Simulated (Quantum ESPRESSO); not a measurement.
```
CELL_PARAMETERS angstrom
      2.89595     0.00000     0.00000
      0.00000     2.89595     0.00000
      0.00000     0.00000     2.89595
ATOMIC_POSITIONS crystal
  Ti 0.00000 0.00000 0.00000
  Co 0.50000 0.50000 0.50000
```
Moments meant for the start (each program seeds them in its own way; μB, in the order of the atoms Ti Co): 1.0 3.0.

Method of the run: PBE, SSSP 1.1.2 efficiency (PBE) pseudopotentials (plane waves; Quantum ESPRESSO).

The set-up and first iterations of a Quantum ESPRESSO log for TiCo (Pm-3m, 2 atoms in the cell):

```
     Message from routine setup:
     using ibrav=0 with symmetry is DISCOURAGED, use correct ibrav instead
     G-vector sticks info
     --------------------
     sticks:   dense  smooth     PW     G-vecs:    dense   smooth      PW
     Sum         949     481    149                22119     7809    1419

     bravais-lattice index     =            0
     lattice parameter (alat)  =       5.4726  a.u.
     unit-cell volume          =     163.8970 (a.u.)^3
     number of atoms/cell      =            2
     number of atomic types    =            2
     number of electrons       =        29.00
     number of Kohn-Sham states=           19
     kinetic-energy cutoff     =      50.0000  Ry
     charge density cutoff     =     400.0000  Ry
     scf convergence threshold =      1.0E-10
     mixing beta               =       0.2000
     number of iterations used =            8  plain     mixing
     Exchange-correlation= SLA  PW   PBE  PBE
   [... lines left out ...]
     Co               17.00    58.93320     Co( 1.00)

     Starting magnetic structure
     atomic species   magnetization
     Ti              0.083
     Co              0.176

     48 Sym. Ops., with inversion, found

   Cartesian axes

     site n.     atom                  positions (alat units)
         1        Ti     tau(   1) = (   0.0000000   0.0000000   0.0000000  )
         2        Co     tau(   2) = (   0.5000000   0.5000000   0.5000000  )

   Crystallographic axes

     site n.     atom                  positions (cryst. coord.)
         1        Ti     tau(   1) = (  0.0000000  0.0000000  0.0000000  )
         2        Co     tau(   2) = (  0.5000000  0.5000000  0.5000000  )

     number of k points=    35  Gaussian smearing, width (Ry)=  0.0073
                       cart. coord. in units 2pi/alat
        k(    1) = (   0.0000000   0.0000000   0.0000000), wk =   0.0019531
        k(    2) = (   0.0000000   0.0000000   0.1250000), wk =   0.0117188
        k(    3) = (   0.0000000   0.0000000   0.2500000), wk =   0.0117188
   [... 32 lines left out ...]

     Dense  grid:    22119 G-vectors     FFT dimensions: (  36,  36,  36)

     Smooth grid:     7809 G-vectors     FFT dimensions: (  25,  25,  25)

     Initial potential from superposition of free atoms

     starting charge      26.9999, renormalised to      29.0000

     negative rho (up, down):  5.534E-04 4.720E-04
     Self-consistent Calculation

     iteration #  1     ecut=    50.00 Ry     beta= 0.20

---- Real-time Memory Report at c_bands before calling an iterative solver
           116 MiB given to the printing process from OS
            43 MiB allocation reported by mallinfo(arena+hblkhd)
------------------

     negative rho (up, down):  2.715E-04 2.545E-04

     total energy              =    -409.23259474 Ry
     estimated scf accuracy    <      40.99759050 Ry

     total magnetization       =     0.72 Bohr mag/cell
     absolute magnetization    =     0.73 Bohr mag/cell

     iteration #  2     ecut=    50.00 Ry     beta= 0.20

---- Real-time Memory Report at c_bands before calling an iterative solver
           145 MiB given to the printing process from OS
            54 MiB allocation reported by mallinfo(arena+hblkhd)
------------------

     negative rho (up, down):  3.059E-04 2.907E-04

     total energy              =    -417.88876576 Ry
     estimated scf accuracy    <      11.80265493 Ry

     total magnetization       =     0.34 Bohr mag/cell
     absolute magnetization    =     0.36 Bohr mag/cell

     iteration #  3     ecut=    50.00 Ry     beta= 0.20

---- Real-time Memory Report at c_bands before calling an iterative solver
           145 MiB given to the printing process from OS
            55 MiB allocation reported by mallinfo(arena+hblkhd)
------------------

     negative rho (up, down):  2.995E-04 2.843E-04

   [... lines left out ...]
```

Will this run converge, and how will it end?

The run converged in 44 iterations. Convergence of the loop says nothing yet on basis, mesh or lower states. It ends on: free energy E − TS -5684.2878 eV; Fermi level (on the code's own zero) 18.43 eV; pressure 15.76 GPa; size of the cell's spin moment 0.00 μB. The log goes on:

```
   [... 39 blocks of this kind left out ...]

     iteration # 43     ecut=    50.00 Ry     beta= 0.20

---- Real-time Memory Report at c_bands before calling an iterative solver
   [... lines left out ...]
     estimated scf accuracy    <          1.3E-10 Ry

     total magnetization       =     0.00 Bohr mag/cell
     absolute magnetization    =     0.00 Bohr mag/cell

     iteration # 44     ecut=    50.00 Ry     beta= 0.20

---- Real-time Memory Report at c_bands before calling an iterative solver
           147 MiB given to the printing process from OS
            58 MiB allocation reported by mallinfo(arena+hblkhd)
------------------

     negative rho (up, down):  3.289E-04 3.289E-04

     Magnetic moment per site  (integrated on atomic sphere of radius R)
     atom   1 (R=0.357)  charge=  9.9504  magn=  0.0000
     atom   2 (R=0.357)  charge= 15.8041  magn=  0.0000
     End of self-consistent calculation

     the Fermi energy is    18.4335 ev

!    total energy              =    -417.78744902 Ry
     estimated scf accuracy    <          4.5E-11 Ry
     smearing contrib. (-TS)   =      -0.00058565 Ry
     internal energy E=F+TS    =    -417.78686337 Ry

     total magnetization       =    -0.00 Bohr mag/cell
     absolute magnetization    =     0.00 Bohr mag/cell

     convergence has been achieved in  44 iterations

     negative rho (up, down):  3.289E-04 3.289E-04

     Forces acting on atoms (cartesian axes, Ry/au):

     atom    1 type  1   force =     0.00000000    0.00000000    0.00000000
     atom    2 type  2   force =     0.00000000    0.00000000    0.00000000

     Total force =     0.000000     Total SCF correction =     0.000000

     negative rho (up, down):  3.289E-04 3.289E-04
          total   stress  (Ry/bohr**3)                   (kbar)     P=      157.64
   0.00107163   0.00000000   0.00000000          157.64        0.00        0.00
   0.00000000   0.00107163   0.00000000            0.00      157.64        0.00
   0.00000000   0.00000000   0.00107163            0.00        0.00      157.64

   JOB DONE.
```

For comparison: a first run was changed to give this one (lattice scaled by 0.98), and from it to this one the free energy goes up by 43.5 meV/atom, the pressure goes from 5.28 to 15.76 GPa and the size of the net moment goes from 0.43 to 0.00 μB/atom.

The starting cell comes from a database of computed structures (which also holds hypothetical and non-ambient phases and stackings), without a prior relaxation at this level. Its lattice was rescaled by a random factor within 2.5 % of one. For this run, on top of that: lattice scaled by 0.98. The starting moments vanished: the run ended non-magnetic, which need not be the lowest state. With a pressure of about 16 GPa the cell is away from its equilibrium volume at this level.

The run was DFT, PBE, plane waves, SSSP 1.1.2 efficiency (PBE) pseudopotentials. Main settings of its input:

| key | value |
|---|---|
| ecutwfc | 50 Ry |
| ecutrho | 400 Ry |
| occupations | smearing |
| smearing | gaussian |
| degauss | 0.0073499 Ry |
| nspin | 2 |
| potentials | {Ti: ti_pbe_v1.4.uspp.F.UPF, Co: Co_pbe_v1.2.uspp.F.UPF} |
| K_POINTS | automatic 8 8 8 0 0 0 |
| conv_thr | 1e-10 Ry |
| mixing_beta | 0.2 |
